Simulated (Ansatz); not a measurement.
## Effect of pressure 4.5 GPa on InPd

The parent structure is InPd in the CsCl type structure (space group Pm-3m, No. 221; a = 3.3052 Å).

One thing is altered: a hydrostatic pressure of 4.5 GPa.

All numbers come from PBE in Ansatz (plane waves to 420 eV, PAW, no SOC). Settings: 14×14×14 k-points, 0.05 eV Fermi–Dirac smearing.

The volume per atom drops by 0.65 Å³, from 18.05 Å³ to 17.40 Å³ and the density increases by 0.38 g/cm³ (10.17 g/cm³ → 10.55 g/cm³). The shortest interatomic distance drops by 0.0348 Å, from 2.862 Å to 2.828 Å and the enthalpy H = E + PV relative to the base's energy amounts to +0.50 eV/atom. The band gap stays zero.

Final structure:

```
InPd
1.0
    3.26502     0.00000     0.00000
    0.00000     3.26502     0.00000
    0.00000     0.00000     3.26502
In Pd
1 1
Direct
  0.50000   0.50000   0.50000
  0.00000   0.00000   0.00000
```

Load acts through the strain it causes; cell and atoms are relaxed under it. Stability against distortions was not tested. All final runs are without spin polarisation.

Ansatz is a first-principles code.
